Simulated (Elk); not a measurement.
**Worked example: self-consistent single point of BeTe (F-43m, 2 atoms in the cell) in Elk**

Computed with PBE, all-electron FP-LAPW, Elk's shipped species files, APW+lo basis with extra local orbitals run with Elk 10.2.4.

Input as run:

```
tasks
  0

xctype
  20

tforce
  .true.

rgkmax
  7.5

gmaxvr
  18.0

lmaxapw
  10

lmaxo
  8

nxlo
  2

lorbcnd
  .true.

lradstp
  2

nrmtscf
  2.0

rmtscf
  0.98

lmaxi
  4

stype
  3

swidth
  0.000367493

avec
    0.0000000000    5.3195790408    5.3195790408
    5.3195790408    0.0000000000    5.3195790408
    5.3195790408    5.3195790408    0.0000000000

atoms
  2   : nspecies
  'Be.in'   : spfname
  1   : natoms; atposl, bfcmt below
  0.0000000000  0.0000000000  0.0000000000    0.0 0.0 0.0
  'Te.in'   : spfname
  1   : natoms; atposl, bfcmt below
  0.2500000000  0.2500000000  0.2500000000    0.0 0.0 0.0

ngridk
  5 5 5
```

Output (repeated stretches shortened):

```
│ Elk code version 10.2.4 │

All units are atomic (Hartree, Bohr, etc.)

│ Ground-state run starting from atomic densities │

Lattice vectors :
   0.000000000       5.319579041       5.319579041
   5.319579041       0.000000000       5.319579041
   5.319579041       5.319579041       0.000000000

Unit cell volume      :    301.0660567
Brillouin zone volume :   0.8239062754

Muffin-tin inner radius fraction :   0.1000000000E-01

Nuclei treated as point charges

Species :    1 (Be)
 parameters loaded from : Be.in
 name : beryllium
 nuclear charge    :   -4.000000000
 electronic charge :    4.000000000
 atomic mass :    16428.20279
 muffin-tin radius :    1.764000000
 number of radial points in muffin-tin :    599
 atomic positions (lattice), magnetic fields (Cartesian) :
   1 :   0.00000000  0.00000000  0.00000000    0.00000000  0.00000000  0.00000000

Species :    2 (Te)
 parameters loaded from : Te.in
 name : tellurium
 nuclear charge    :   -52.00000000
 electronic charge :    52.00000000
 atomic mass :    232600.5707
 muffin-tin radius :    2.548000000
 number of radial points in muffin-tin :   1199
 atomic positions (lattice), magnetic fields (Cartesian) :
   1 :   0.25000000  0.25000000  0.25000000    0.00000000  0.00000000  0.00000000

Total number of atoms per unit cell :    2

Spin treatment :
 spin-unpolarised

Number of Bravais lattice symmetries :   48
Number of crystal symmetries         :   24
Crystal has no inversion symmetry
Complex Hermitian eigensolver will be used

k-point grid :      5     5     5
k-point offset :    0.000000000       0.000000000       0.000000000
k-point set is reduced with full crystal symmetry group
Total number of k-points :       14

Muffin-tin radius times maximum |G+k| :    7.500000000
 using average radius
Maximum |G+k| for APW functions       :    3.478664193
Maximum (1/2)|G+k|²                   :    6.050552284
Maximum |G| for potential and density :    18.00000000
 potential will be trimmed for |G| > 2 gkmax
Constant for pseudocharge density :   11
Radial integration step length :    2

G-vector grid sizes :     45    45    45
Number of G-vectors :    29627

Maximum angular momentum used for
 APW functions                      :   10
 outer part of muffin-tin           :    8
 inner part of muffin-tin           :    4

Total nuclear charge    :   -56.00000000
Total core charge       :    38.00000000
Total valence charge    :    18.00000000
Total excess charge     :    0.000000000
Total electronic charge :    56.00000000

Effective Wigner radius, rₛ :    1.086746840

Number of empty states         :    8
Total number of valence states :   17
Total number of core states    :   38

Conduction state local-orbitals added automatically
Total number of local-orbitals :  209

Exchange-correlation functional :     20     0     0
 Perdew-Burke-Ernzerhof, Phys. Rev. Lett. 77, 3865 (1996)
 gradient requirement :    1
 generalised gradient approximation (GGA)

Smearing type :    3
 Fermi-Dirac
Smearing width :   0.3674930000E-03
Effective electronic temperature (K) :    116.0451112

Mixing type :    3
 Broyden mixing, J. Phys. A: Math. Gen. 17, L317 (1984)

Kohn-Sham potential initialised from atomic data

│ Self-consistent loop started │
│ Loop number : 1 │
 total energy                :     -6815.40320222
│ Loop number : 2 │
 total energy                :     -6815.42407158
RMS change in Kohn-Sham potential (target) :    3.935147948     (  0.1000000000E-05)
Absolute change in total energy (target)   :   0.2086936373E-01 (  0.1000000000E-03)
│ Loop number : 3 │
 total energy                :     -6814.01887378
RMS change in Kohn-Sham potential (target) :    2.613554990     (  0.1000000000E-05)
Absolute change in total energy (target)   :    1.399980465     (  0.1000000000E-03)
│ Loop number : 4 │
 total energy                :     -6812.56597269
RMS change in Kohn-Sham potential (target) :    1.006610243     (  0.1000000000E-05)
Absolute change in total energy (target)   :    1.802896204     (  0.1000000000E-03)
│ Loop number : 5 │
 total energy                :     -6811.97225546
RMS change in Kohn-Sham potential (target) :   0.2567855648     (  0.1000000000E-05)
Absolute change in total energy (target)   :    1.044441282     (  0.1000000000E-03)
│ Loop number : 6 │
 total energy                :     -6811.80917749
RMS change in Kohn-Sham potential (target) :   0.4323153528E-01 (  0.1000000000E-05)
Absolute change in total energy (target)   :   0.4241882914     (  0.1000000000E-03)
│ Loop number : 7 │
 total energy                :     -6811.76550116
RMS change in Kohn-Sham potential (target) :   0.6021928734E-02 (  0.1000000000E-05)
Absolute change in total energy (target)   :   0.1497233988     (  0.1000000000E-03)
│ Loop number : 8 │
 total energy                :     -6811.75656034
RMS change in Kohn-Sham potential (target) :   0.2262377743E-02 (  0.1000000000E-05)
Absolute change in total energy (target)   :   0.4637167177E-01 (  0.1000000000E-03)
│ Loop number : 9 │
 total energy                :     -6811.74117298
RMS change in Kohn-Sham potential (target) :   0.3559377379E-03 (  0.1000000000E-05)
Absolute change in total energy (target)   :   0.2698027575E-01 (  0.1000000000E-03)
│ Loop number : 10 │
 total energy                :     -6811.73800942
RMS change in Kohn-Sham potential (target) :   0.2169172424E-03 (  0.1000000000E-05)
Absolute change in total energy (target)   :   0.9908630823E-02 (  0.1000000000E-03)
│ Loop number : 11 │
 total energy                :     -6811.73492189
RMS change in Kohn-Sham potential (target) :   0.4533141982E-04 (  0.1000000000E-05)
Absolute change in total energy (target)   :   0.5564681948E-02 (  0.1000000000E-03)
│ Loop number : 12 │
 total energy                :     -6811.73524242
RMS change in Kohn-Sham potential (target) :   0.1192382874E-04 (  0.1000000000E-05)
Absolute change in total energy (target)   :   0.1070642882E-02 (  0.1000000000E-03)
│ Loop number : 13 │
 total energy                :     -6811.73530491
RMS change in Kohn-Sham potential (target) :   0.1564389440E-05 (  0.1000000000E-05)
Absolute change in total energy (target)   :   0.2051758256E-03 (  0.1000000000E-03)
│ Loop number : 14 │
 total energy                :     -6811.73529256
RMS change in Kohn-Sham potential (target) :   0.5063339097E-06 (  0.1000000000E-05)
Absolute change in total energy (target)   :   0.6363859393E-04 (  0.1000000000E-03)
Convergence targets achieved

│ Loop number : 15 │

Energies :
 Fermi                       :     0.198190082144
 sum of eigenvalues          :     -4135.31446774
 electron kinetic            :      7202.50711910
 core electron kinetic       :      7033.39259317
 Coulomb                     :     -13835.1331523
 Coulomb potential           :     -11104.1241305
 nuclear-nuclear             :     -528.818835459
 electron-nuclear            :     -15508.5045031
 Hartree                     :      2202.19018632
 Madelung                    :     -8283.07108702
 xc potential                :     -233.697456366
 exchange                    :     -176.174295887
 correlation                 :     -2.93494793126
 electron entropic           :    -0.771443619619E-12
 total energy                :     -6811.73527697

Density of states at Fermi energy :   0.2721516782E-06
 (states/Hartree/unit cell)

Estimated indirect band gap :   0.7659526495E-01
 from k-point      1 to k-point     10
Estimated direct band gap   :   0.1330357505
 at k-point      1

Charges :
 core                        :    38.00000000
 valence                     :    18.00000000
 interstitial                :    3.336009016
 muffin-tins (core leakage)
  species :    1 (Be)
   atom    1                 :    2.691607344     (  0.1353064110E-02)
  species :    2 (Te)
   atom    1                 :    49.97238364     (  0.5419841118E-03)
 total in muffin-tins        :    52.66399098
 total calculated charge     :    55.99811051
 total charge                :    56.00000000
 error                       :   0.1889493944E-02

│ Self-consistent loop stopped │

Forces :
 species :    1 (Be)
  atom :    1
   Hellmann-Feynman          :     0.00000000   -0.00000000   -0.00000000
   IBS                       :    -0.00000000    0.00000000    0.00000000
   total force               :     0.00000000    0.00000000   -0.00000000
   total magnitude           :     0.00000000
 species :    2 (Te)
  atom :    1
   Hellmann-Feynman          :     0.00000000    0.00000000    0.00000000
   IBS                       :    -0.00000000   -0.00000000   -0.00000000
   total force               :    -0.00000000   -0.00000000    0.00000000
   total magnitude           :     0.00000000
```

The run converged in 15 iterations. The count includes the last loop, which Elk runs after its targets are met.

The starting cell has typed, rounded lattice constants, without a prior relaxation at this level. Spin-orbit coupling is off. Values depend on the basis (sphere radii, cutoffs, local orbitals), which need not be converged.
